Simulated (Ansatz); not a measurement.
Si (P6₃/mmc, No. 194, 4 atoms in the cell; start mp-165; another form than the element's usual one) was calculated with PBEsol in Ansatz (plane waves, PAW).

Run with plane-wave cutoff 520 eV, 12×12×6 k mesh (along the axes of the cell as run), Fermi–Dirac smearing 0.01 eV, scalar-relativistic PAW data made under PBE.

The cell is the one relaxed with PBEsol. Conventional cell: a = 3.8247 Å, b = 3.8247 Å, c = 6.3240 Å, α = 90.00°, β = 90.00°, γ = 120.00°.

```
CELL_PARAMETERS angstrom
      3.82469     0.00000     0.00000
     -1.91235     3.31228     0.00000
      0.00000     0.00000     6.32397
ATOMIC_POSITIONS crystal
  Si 0.33333 0.66667 0.06300
  Si 0.66667 0.33333 0.93700
  Si 0.66667 0.33333 0.56300
  Si 0.33333 0.66667 0.43700
```

**Question.** List the 9 lowest band energies at Γ above −25 eV (eV, relative to the valence band maximum), grouping those that round alike.

**Answer.** At Γ: -12.26, -9.95, -7.29, -1.53 (×2), -0.36, 0.00 (×2), 0.97.

A start named mp-… is a Materials Project structure, which need not be a measured phase.

Ansatz is a quantum-chemistry and plane-wave program.
